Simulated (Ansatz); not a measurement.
Computed with PBE (plane waves to 420 eV, PAW; Ansatz, a program for electronic structure).

Electrostatic potential energy of an electron, averaged over planes parallel to the surface, in eV from the Fermi level, for a constructed model of the (0001) surface of 4H silicon carbide, from a spin-polarised start, Si-terminated, 2x2 C adatom at T1 (bottom of the slab: 4 H on 4 bottom sites):

```
z (Å)  V (eV)
-----  ------
3.72     2.48
4.01     2.48
4.30     2.48
4.58     2.48
4.87     2.48
5.16     2.48
5.44     2.48
5.73     2.47
6.02     2.47
6.30     2.46
6.59     2.45
6.88     2.40
7.16     2.30
7.45     2.03
7.73     1.30
8.02    -0.52
8.31    -0.36
8.59    -0.95
8.88    -6.40
9.17   -12.88
9.45   -16.44
9.74   -15.88
10.03  -13.54
10.31   -8.89
10.60   -3.33
10.89   -0.77
11.17   -2.03
11.46   -7.72
11.74  -14.04
12.03  -16.86
12.32  -15.74
12.60  -12.97
12.89   -7.85
13.18   -2.53
13.46   -0.58
13.75   -2.65
14.04   -8.76
14.32  -14.80
14.61  -16.87
14.90  -15.41
15.18  -12.35
15.47   -6.96
15.76   -2.01
16.04   -0.52
16.33   -3.16
16.61   -9.54
16.90  -15.53
17.19  -16.99
17.47  -14.85
17.76  -11.02
18.05   -5.22
18.33   -0.40
18.62    1.93
18.91    2.50
19.19    2.08
19.48    2.38
19.77    3.86
20.05    5.28
20.34    5.91
20.62    6.18
20.91    6.30
21.20    6.35
21.48    6.37
21.77    6.38
22.06    6.38
22.34    6.38
22.63    6.38
22.92    6.39
23.20    6.39
23.49    6.39
23.78    6.39
```

Model: 37-atom slab, 11.3 Å thick at the start with caps and adatoms (thin: gaps and levels are the slab's own), 5x5x1 mesh, Fermi-Dirac 0.025 eV, dipole correction, 8 atoms held, the rest relaxed; start symmetry kept, larger cells not searched; spin-polarised from one start with parallel moments (other orders not tried), ending with about 4.0 μB a cell, a value that depends on the mesh; orders that need a larger cell were not tried, no spin-orbit, no U. The slab shows no gap on its mesh. In PBE it lies 0.98 eV a 1x1 cell over the lowest computed structure of the same composition (2x2 C adatom at H3).

### Question
The surface cell has an area of 33.16 Å². What dipole along the normal does the step between the two vacuum levels imply?

### Answer
the top vacuum level lies 3.91 eV above the bottom one; p = −ε₀ A ΔV (ε₀ = 0.005526 e/(V·Å)) gives -0.72 e·Å a cell.
